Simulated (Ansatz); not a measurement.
System: Te (within 0.1 Å of Pm-3m, No. 221, 4 atoms in the cell; start mp-1178952; another form than the element's usual one). Method: LDA (Ansatz, a program for electronic structure, plane waves, PAW).

Run with plane-wave cutoff 520 eV, 18×12×6 k mesh (along the axes of the cell as run), Fermi–Dirac smearing 0.05 eV, scalar-relativistic PAW data made under PBE.

Cell (relaxed at this level):

```xyz
4
Lattice="3.1363 0.0000 0.0000 0.0000 4.3984 0.0000 0.0000 0.0000 8.9057" Properties=species:S:1:pos:R:3 pbc="T T T"
Te     1.5681     2.2009     6.7683
Te     1.5681     2.1975     2.3155
Te     1.5681     4.3977     0.0891
Te     1.5681     0.0007     4.5419
```

**Question.** Give the computed bulk modulus.

**Answer.** 
* **bulk modulus**: 58.9 GPa

The run finds no gap.

Note: the bulk modulus is −V dP/dV from two relaxed cells at ±2 % in volume.

Spin–orbit coupling is not included; it can open a gap where bands touch, and shift volumes and moduli.

The computed numbers hold no vibrational or temperature effects.

Cost on a shared machine: about 17 core-minutes (a rough figure).

A start named mp-… is a Materials Project structure, which need not be a measured phase.
